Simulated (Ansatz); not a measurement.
The starting structures come from a database of crystals and need not be the phases stable at ambient conditions.

 Where the default PAW files enter, the runs use the earlier of Ansatz's two default sets.

The decay constant κ of evanescent states in the gap governs leakage through a thin film.

Given:

```yaml
crystal:
  lattice:
    - [4.10708, 0.00000, 0.00000]
    - [0.00000, 8.68036, 0.00000]
    - [0.00000, 0.00000, 3.60234]
  atoms:
    - { symbol: Zr, position: [0.50000, 0.89828, 0.00000] }
    - { symbol: Zr, position: [0.00000, 0.10172, 0.50000] }
    - { symbol: Br, position: [0.00000, 0.34214, 0.00000] }
    - { symbol: Br, position: [0.50000, 0.65786, 0.50000] }
    - { symbol: N, position: [0.00000, 0.96706, 0.00000] }
    - { symbol: N, position: [0.50000, 0.03294, 0.50000] }
```

Space group of this cell: Pmmn. The cell was relaxed by PBE-D3(BJ); by r2SCAN its mean pressure is 1.1 GPa.

Transport runs along the normal of the first two printed cell vectors.

The gap is the functional's own, uncorrected, and κ follows it; spin-orbit coupling is left out. Mid-gap values are interpolated between the computed energies.

State the band gap and the smallest decay constant κ at mid-gap according to Ansatz (a quantum-chemistry and plane-wave program) with r2SCAN.

Gap 2.20 eV on a 8×4×8 mesh; κ = 0.217 1/Å, at the zone centre.
